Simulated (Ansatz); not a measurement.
## CdSe: pressure series

The parent structure is CdSe in the zinc blende structure (space group F-43m, No. 216; a = 6.196 Å).

Cell and atoms are relaxed at each pressure.

All numbers come from DFT with PBE, PAW potentials and a 420 eV plane-wave cutoff in Ansatz (a first-principles code), no spin-orbit coupling, earlier PAW set.

```
pressure (GPa)  band gap (eV)
--------------  -------------
-2                       0.39
-1                       0.44
0                        0.49
0.9                         ?
2.1                      0.58
4.5                      0.66
9                        0.79
15                       0.91
```

Q: Fit E_g = E₀ + αP + βP² to the rows shown and predict the withheld row.

A: Least squares on the printed values gives E₀ = 0.49 eV, α = 43.7 meV/GPa, β = -1.0 meV/GPa² (largest residual 0.01 eV); this predicts 0.52 eV, and the run gives 0.53 eV, in agreement.

Load acts through the strain it causes; cell and atoms are relaxed under it. Whether these cells are dynamically stable was not tested. Tetrahedral semiconductors of this kind turn to denser phases somewhere between about 1 and 50 GPa; those were not computed, so compressed cells here can lie past the real transition.
